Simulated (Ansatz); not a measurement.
## A constructed model of the (000-1) surface of 4H silicon carbide, C-terminated, (√3x√3)R30° Sn adatom at T4 (bottom of the slab: 3 H on 3 bottom sites)

Computed with r2SCAN, at the PBE geometry and the start's symmetry (plane waves to 500 eV, PAW; Ansatz, an electronic-structure program).

Set-up: 28 atoms, 11.7 Å thick at the start with caps and adatoms (thin: gaps and levels are the slab's own); mesh 6x6x1; 0.025 eV smearing; dipole correction on; single point; on the structure that PBE left under its start's symmetry; spin-polarised, ending with about 1.0 μB a cell; orders that need a larger cell were not tried, no spin-orbit, no U. The program's check for a lower electronic state was not made. In PBE it lies 0.04 eV a 1x1 cell over the lowest computed structure of the same composition ((√3x√3)R30° Sn adatom at H3).

```json
{
 "gap_of_the_slab_on_its_k_mesh": "0.23 eV",
 "highest_filled_level_below_the_top_vacuum_level": "4.69 eV",
 "magnetic_moment_of_the_cell": "1.00 μB",
 "cost": "roughly 3 core-minutes"
}
```
